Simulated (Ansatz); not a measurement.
Start from GeS in the GeS type structure (space group Pnma, No. 62; a = 10.661 Å, b = 3.681 Å, c = 4.356 Å; layered, stacked along the Cartesian x axis).

The change: a hydrostatic pressure of 0.9 GPa.

Levels (all Ansatz, a first-principles code, PAW): PBE-D3(BJ) (420 eV, no SOC); PBE+SOC (420 eV, noncollinear with spin-orbit coupling).

The geometry is relaxed with PBE-D3(BJ).

- PBE-D3(BJ) width of the top valence band: 1.45 eV
- PBE-D3(BJ) lowest conduction level above the VBM at special points: Γ 1.18 eV; Y 1.57 eV; U 1.70 eV; Z 1.72 eV
- PBE-D3(BJ) gap character: indirect, Γ–Z (67 % along) → Γ

With PBE+SOC at the same geometry, the width of the top valence band decreases by 0.02 eV, from 1.45 eV to 1.43 eV; the lowest conduction level above the VBM at special points becomes Γ 1.18 eV; Y 1.56 eV; U 1.70 eV; Z 1.71 eV (PBE-D3(BJ): Γ 1.18 eV; Y 1.57 eV; U 1.70 eV; Z 1.72 eV); the gap character remains indirect, Γ–Z (67 % along) → Γ.

Single points use the geometry relaxed with PBE-D3(BJ). The spin-orbit shifts are approximate. Load acts through the strain it causes; cell and atoms are relaxed under it. No phonon test of stability was made. The D3 term's C6 switches between coordination references near this geometry, which can add small steps to energies.
